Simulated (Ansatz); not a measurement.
The cell is made up: elements placed on another compound's structure type, so the phase may be hypothetical.

By PBEsol, the system below comes out a metal.

The ballistic (Sharvin) conductance counts the channels at the Fermi level: G/A = (e²/h) × channels of both spins per area.

Data:

```yaml
crystal:
  lattice:
    - [4.06799, 0.00000, 0.00000]
    - [0.00000, 4.06799, 0.00000]
    - [0.00000, 0.00000, 4.06799]
  atoms:
    - { symbol: Ga, position: [0.00000, 0.00000, 0.00000] }
    - { symbol: Mo, position: [0.00000, 0.50000, 0.50000] }
    - { symbol: Mo, position: [0.50000, 0.00000, 0.50000] }
    - { symbol: Mo, position: [0.50000, 0.50000, 0.00000] }
    - { symbol: N, position: [0.50000, 0.50000, 0.50000] }
```

Space group of this cell: Pm-3m, anti-perovskite. The cell was relaxed by PBE-D3(BJ); by PBEsol its mean pressure is -1.1 GPa.

The current flows along the normal of the first two printed cell vectors. No spin-orbit coupling; the value is a mean over 0.1 eV about the Fermi level.

Estimate the ballistic conductance per area that Ansatz (an electronic-structure program) with PBEsol returns for this system.

0.81 × 10¹⁵ S/m² for both spins.
